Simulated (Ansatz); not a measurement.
Substrate model: Si(111) 1x1 surface, 6 top atoms, 3 bilayers, bottom bilayer H-capped and fixed, every top atom capped by H; cell 11.5 x 6.6 Å; two neighbouring H replaced by OH; about 7 Å thick over the host's atoms, 18 atoms held. These are PBE-D3(BJ) (plane waves to 420 eV, PAW; Ansatz, a program for electronic structure) values and carry that method's errors. k mesh 1 x 2 x 1. The slab states were run without spin polarisation. Results hold for this slab, coverage and mesh. All energies are electronic energies at 0 K, without vibrations. Each state was relaxed from one prepared geometry.

End state of this step: the surface fragment of BDMAS exchanges a second ligand with a neighbouring O-H group. Atoms near the product:

| atom | x (Å) | y (Å) | z (Å) |
|---|---|---|---|
| H(14) | 11.506 | 6.728 | 11.043 |
| Si(16) | 5.636 | 3.359 | 9.489 |
| H(29) | 3.834 | 6.538 | 10.945 |
| Si(30) | 7.663 | 6.677 | 9.527 |
| Si(33) | 7.641 | 4.432 | 8.845 |
| H(44) | 7.670 | 6.735 | 11.026 |
| H(45) | 9.583 | 3.284 | 11.067 |
| O(46) | 5.237 | 3.407 | 11.120 |
| H(49) | 6.528 | 4.917 | 12.381 |
| Si(a0) | 3.845 | 3.377 | 12.030 |
| N(a10) | 6.789 | 5.222 | 13.318 |
| C(a11) | 8.227 | 5.103 | 13.501 |
| H(a12) | 8.477 | 5.275 | 14.558 |
| H(a13) | 8.553 | 4.088 | 13.238 |
| H(a14) | 8.819 | 5.825 | 12.899 |
| C(a15) | 6.292 | 6.565 | 13.572 |
| H(a16) | 6.422 | 6.808 | 14.637 |
| H(a17) | 6.806 | 7.358 | 12.987 |
| H(a18) | 5.220 | 6.615 | 13.344 |
| H(a19) | 3.814 | 4.607 | 12.861 |
| H(a20) | 3.866 | 2.131 | 12.840 |

Question: What energy does it take to move HNMe2 into the gas, one a cell, with the surface relaxed behind it, and what are its closest contacts before it leaves?

Answer: 0.35 eV. Its closest contacts to the rest of the cell: H(a17)...H(44) 2.23 Å, H(49)...O(46) 2.35 Å, H(a14)...H(44) 2.38 Å.

Here BDMAS is SiH2(NMe2)2; HNMe2 is dimethylamine.
